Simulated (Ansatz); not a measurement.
The reference is HfN in the rock salt structure (space group Fm-3m, No. 225; a = 4.5483 Å; relaxed with 0.1 eV smearing).

Computed with PBE (Ansatz, a quantum-chemistry and plane-wave program), scalar-relativistic without spin-orbit coupling, earlier PAW set.

Before the change:

* **Pressure**: 0.0 GPa

Modification: every lattice vector is shortened by 3.36 %, atoms relaxed at fixed cell.

### Question
Predict the new energy relative to the base and pressure.

### Answer
The energy increases by 110 meV/atom; the pressure goes from zero to 33.5 GPa.

The cells carry an imposed strain or load. Whether these cells are dynamically stable was not tested. The final runs are not spin-polarised. An odd electron count without spin: HfN.
